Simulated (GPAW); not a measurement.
GPAW run on Ni3Hg (Pm-3m, 4 atoms in the cell): self-consistent single point

Level of theory: PBEsol, GPAW PAW datasets PBEsol (made by gpaw-setup) (plane waves; GPAW).

Input:

```python
from ase import Atoms
from ase.units import GPa
from gpaw import GPAW

atoms = Atoms(['Ni', 'Ni', 'Ni', 'Hg'],
              cell=[[3.744910, 0.000000, 0.000000],
                    [0.000000, 3.744910, 0.000000],
                    [0.000000, 0.000000, 3.744910]],
              positions=[[0.000000, 1.872455, 1.872455],
                         [1.872455, 0.000000, 1.872455],
                         [1.872455, 1.872455, 0.000000],
                         [0.000000, 0.000000, 0.000000]],
              pbc=True)

atoms.set_initial_magnetic_moments([2.0, 2.0, 2.0, 0.0])

calc = GPAW(spinpol=True,
            mode={'name': 'pw', 'ecut': 850},
            xc='PBEsol',
            kpts=(9, 9, 9),
            occupations={'name': 'fermi-dirac', 'width': 0.1},
            nbands=-8,
            convergence={'density': 1e-05, 'energy': 1e-05},
            symmetry={'symmorphic': False, 'tolerance': 0.0005},
            maxiter=150)

atoms.calc = calc

energy = atoms.get_potential_energy()
print('Energy (eV):', round(energy, 6))
forces = atoms.get_forces()
print('Forces (eV/Ang):')
print(forces.round(5))
stress = atoms.get_stress()
print('Stress (GPa, Voigt):', (stress / GPa).round(4))
```

Output, abridged:

```
Input parameters:
  convergence: {density: 1e-05,
                energy: 1e-05}
  kpts: [9 9 9]
  maxiter: 150
  mode: {ecut: 850,
         name: pw}
  nbands: -8
  occupations: {name: fermi-dirac,
                width: 0.1}
  spinpol: True
  symmetry: {symmorphic: False,
             tolerance: 0.0005}
  xc: PBEsol

species:
  Ni:
    name: Nickel
    Z: 28.0
    valence: 16
    core: 12
    charge: 0.0
    file: Ni.PBEsol.gz

    # Using partial waves for Ni as LCAO basis

  Hg:
    name: Mercury
    Z: 80.0
    valence: 18
    core: 62
    charge: 0.0
    file: Hg.PBEsol.gz

    # Using partial waves for Hg as LCAO basis

Reference energy: -657008.055049  # eV

Spin-polarized calculation.
Initial magnetic moment: 6.000000

Convergence criteria:
 Maximum [total energy] change in last 3 cyles: 1e-05 eV / valence electron
 Maximum integral of absolute [dens]ity change: 1e-05 electrons / valence electron
 Maximum integral of absolute [eigenst]ate change: 4e-08 eV^2 / valence electron
 Maximum number of scf [iter]ations: 150

Symmetries present (total): 48
Symmetries with fractional translations: 0
729 k-points: 9 x 9 x 9 Monkhorst-Pack grid
35 k-points in the irreducible part of the Brillouin zone
       k-points in crystal coordinates                weights
   0:     0.00000000    0.00000000    0.00000000          1/729
   1:     0.11111111    0.00000000    0.00000000          6/729
   2:     0.11111111    0.11111111    0.00000000         12/729
   [... 7 lines left out ...]
          ...
  34:     0.44444444    0.44444444    0.44444444          8/729

Wave functions: Plane wave expansion
  Cutoff energy: 850.000 eV
  Number of coefficients (min, max): 2926, 2978
  Pulay-stress correction: 0.000000 eV/Ang^3 (de/decut=0.000000)

Occupation numbers: Fermi-Dirac:
  width: 0.1000  # eV

Eigensolver

Densities:
  Coarse grid: 27*27*27 grid
  Fine grid: 54*54*54 grid
  Total Charge: 0.000000

Density mixing:
  Method: difference
  Backend: pulay
  Linear mixing parameter: 0.05
  old densities: 5
  Damping of long wavelength oscillations: 50

Hamiltonian:
  XC and Coulomb potentials evaluated on a 54*54*54 grid
  External potential:
    NoExternalPotential

XC parameters: PBEsol with 2 nearest neighbor stencil

Number of atoms: 4
Number of atomic orbitals: 48
Number of bands in calculation: 44
Number of valence electrons: 66
Bands to converge: occupied

Density initialized from atomic densities
  44 bands from LCAO basis set

Atomic positions and initial magnetic moments

Positions:
   0 Ni     0.000000    1.872455    1.872455    ( 0.0000,  0.0000,  2.0000)
   1 Ni     1.872455    0.000000    1.872455    ( 0.0000,  0.0000,  2.0000)
   2 Ni     1.872455    1.872455    0.000000    ( 0.0000,  0.0000,  2.0000)
   3 Hg     0.000000    0.000000    0.000000    ( 0.0000,  0.0000,  0.0000)

Unit cell:
           periodic     x           y           z      points  spacing
  1. axis:    yes    3.744910    0.000000    0.000000    27     0.1387
  2. axis:    yes    0.000000    3.744910    0.000000    27     0.1387
  3. axis:    yes    0.000000    0.000000    3.744910    27     0.1387

  Lengths:   3.744910   3.744910   3.744910
  Angles:   90.000000  90.000000  90.000000

Effective grid spacing dv^(1/3) = 0.1387

     iter     time        total  log10-change:  magmom
                         energy   eigst   dens
iter:   1 --:--:--   -25.919088                   +6.0036
iter:   2 --:--:--   -25.783977   -0.39  -1.64    +2.9613
iter:   3 --:--:--   -24.970993   -0.73  -1.73    +1.0580
iter:   4 --:--:--   -24.776515   -2.17  -1.72    +1.3552
iter:   5 --:--:--   -24.972590   -1.38  -1.75    +1.4892
iter:   6 --:--:--   -24.685081   -2.79  -1.72    +1.3324
   [... 3 lines left out ...]
iter:  10 --:--:--   -24.451324   -4.09  -2.96    +1.0483
iter:  11 --:--:--   -24.449596   -5.18  -3.46    +1.0477
iter:  12 --:--:--   -24.449411   -6.03  -3.73    +1.0412
iter:  13 --:--:--   -24.448646   -5.02  -3.75    +1.0332
iter:  14 --:--:--   -24.448369   -4.17  -3.83    +1.0313
iter:  15 --:--:--   -24.448231c  -5.55  -3.73    +1.0320
iter:  16 --:--:--   -24.448373c  -5.76  -3.89    +1.0347
iter:  17 --:--:--   -24.448110c  -5.58  -3.78    +1.0235
iter:  18 --:--:--   -24.448105c  -6.08  -3.98    +1.0185
iter:  19 --:--:--   -24.447964c  -5.15  -4.07    +1.0139
iter:  20 --:--:--   -24.447968c  -6.51  -4.44    +1.0148
iter:  21 --:--:--   -24.447953c  -7.09  -4.69    +1.0123
iter:  22 --:--:--   -24.447794c  -6.93  -4.76    +1.0014
iter:  23 --:--:--   -24.447733c  -7.68c -4.78    +0.9982
iter:  24 --:--:--   -24.447599c  -7.03  -4.80    +0.9920
iter:  25 --:--:--   -24.447604c  -8.63c -4.87    +0.9923
iter:  26 --:--:--   -24.447608c  -9.06c -4.83    +0.9925
iter:  27 --:--:--   -24.447605c  -7.63c -4.80    +0.9927
iter:  28 --:--:--   -24.447606c  -8.23c -4.97    +0.9924
iter:  29 --:--:--   -24.447615c  -8.41c -5.15c   +0.9926

Converged after 29 iterations.

Dipole moment: (-0.000000, -0.000000, -0.000000) |e|*Ang

Total magnetic moment: (0.000000, 0.000000, 0.992588)
Local magnetic moments:
   0 Ni ( 0.000000,  0.000000,  0.350939)
   1 Ni ( 0.000000,  0.000000,  0.350939)
   2 Ni ( 0.000000,  0.000000,  0.350939)
   3 Hg ( 0.000000,  0.000000, -0.004213)

Energy contributions relative to reference atoms: (reference = -657008.055049)

Kinetic:        +32.974442
Potential:      -21.550289
External:        +0.000000
XC:             -33.932163
Entropy (-ST):   -0.174831
Local:           -1.852190
SIC:             +0.000000
--------------------------
Free energy:    -24.535031
Extrapolated:   -24.447615

Spin contamination: 0.066032 electrons
Showing only first 2 kpts
                      Up                     Down
 Kpt  Band  Eigenvalues  Occupancy  Eigenvalues  Occupancy
  0    31      8.33977    0.85793      8.81433    0.04986
  0    32      8.33977    0.85793      8.81433    0.04986
  0    33      9.81373    0.00000      9.80739    0.00000
  0    34      9.81373    0.00000      9.80739    0.00000

  1    31      8.16216    0.97273      8.57819    0.35754
  1    32      8.33989    0.85778      8.81446    0.04980
  1    33      9.07419    0.00389      9.11157    0.00268
  1    34     10.35060    0.00000     10.41005    0.00000

Fermi level: 8.51959

No gap
No difference between direct/indirect transitions
Energy (eV): -24.447615

Forces in eV/Ang:
  0 Ni    0.00000    0.00000    0.00000
  1 Ni   -0.00000    0.00000    0.00000
  2 Ni   -0.00000    0.00000    0.00000
  3 Hg    0.00000    0.00000    0.00000

Stress tensor:
     0.035704     0.000000     0.000000
     0.000000     0.035704     0.000000
     0.000000     0.000000     0.035704
Stress (GPa, Voigt): [5.7204 5.7204 5.7204 0.     0.     0.    ]
```

The run converged in 29 iterations. GPAW prints stress with tension positive.

The starting cell comes from a database of computed structures (which also holds hypothetical and non-ambient phases and stackings), without a prior relaxation at this level. Spin-orbit coupling is off. The moments shrank to a small part of their start, a low-spin state that need not be the lowest. With a pressure of about -6 GPa the cell is away from its equilibrium volume at this level.

Cost on one core of a shared machine: roughly 3 min.
